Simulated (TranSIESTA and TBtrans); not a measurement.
Device: 2-cyano-1,4-phenylene held by selenolate Se between two Au chains. Leads: straight Au chain, spacing 2.55 Å. Geometry: 15 atoms about the centre moved by SIESTA (PBE, SZP) to a largest force of 0.06 eV/Å, all others as built. Transport runs along z; the first 6 and the last 6 of the 31 atoms are the lead cells, repeated to infinity.

```xyz
31
Lattice="14.910 0.000 0.000 0.000 14.910 0.000 0.000 0.000 51.610" Properties=species:S:1:pos:R:3 pbc="F F T"
Au     7.455     7.455     0.000
Au     7.455     7.455     2.550
Au     7.455     7.455     5.100
Au     7.455     7.455     7.650
Au     7.455     7.455    10.200
Au     7.455     7.455    12.750
Au     7.455     7.455    15.300
Au     7.455     7.455    17.850
Au     7.556     7.461    20.377
Se     5.503     7.366    21.684
C      6.618     7.431    23.318
C      6.982     8.689    23.927
C      7.809     8.721    25.110
C      8.177    10.027    25.702
N      8.428    11.151    26.122
C      8.281     7.492    25.738
Se     9.413     7.531    27.354
C      7.907     6.241    25.113
C      7.090     6.207    23.940
H      6.612     9.684    23.460
H      8.294     5.263    25.600
H      6.793     5.194    23.457
Au     7.368     7.469    28.679
Au     7.455     7.455    31.210
Au     7.455     7.455    33.760
Au     7.455     7.455    36.310
Au     7.455     7.455    38.860
Au     7.455     7.455    41.410
Au     7.455     7.455    43.960
Au     7.455     7.455    46.510
Au     7.455     7.455    49.060
```

Run with TranSIESTA and TBtrans (open boundaries, self-consistent; PseudoDojo norm-conserving potentials, scalar-relativistic): PAO.BasisSize DZP, PAO.EnergyShift 0.15 eV, XC.Authors PBE, Mesh.Cutoff 150 Ry, ElectronicTemperature 300 K, TS.Voltage 0.0 eV, TBT.Elecs.Eta 0.001 eV, no spin polarisation.

Energies count from the leads' Fermi level. Transmissions are for one spin of a degenerate pair. The energy step is 0.02 eV; narrower resonances are cut or missed.

| E (eV) | T |
|---|---|
| -0.20 | 1.26 |
| -0.16 | 1.29 |
| -0.12 | 1.10 |
| -0.08 | 0.720 |
| -0.04 | 0.499 |
| 0.00 | 0.435 |
| 0.04 | 0.448 |
| 0.08 | 0.446 |
| 0.12 | 0.441 |
| 0.16 | 0.436 |
| 0.20 | 0.430 |

Task: Give the zero-bias conductance in μS and the resistance at 300 K.

Result: At the Fermi level T = 0.435. Averaged with −∂f/∂E over the full grid (kT = 25.9 meV) it is 0.484. With G0 = 2e²/h = 77.48 μS, G = 37.5 μS and R = 1/G = 26.7 kΩ.

Task: The eigenchannels at the Fermi level transmit 0.435. What Fano factor of the shot noise follows at low temperature and bias?

Result: F = Σ τ(1 − τ)/Σ τ = 0.246/0.435 = 0.56.

The leads' channel count changes near -0.01 eV, within the thermal window, so values at the Fermi level hang on where that band edge falls. The leads are straight chains one atom wide, held at their spacing: model electrodes, not surfaces. Semilocal functionals put molecular levels too close to the Fermi level and tend to overestimate such conductances.
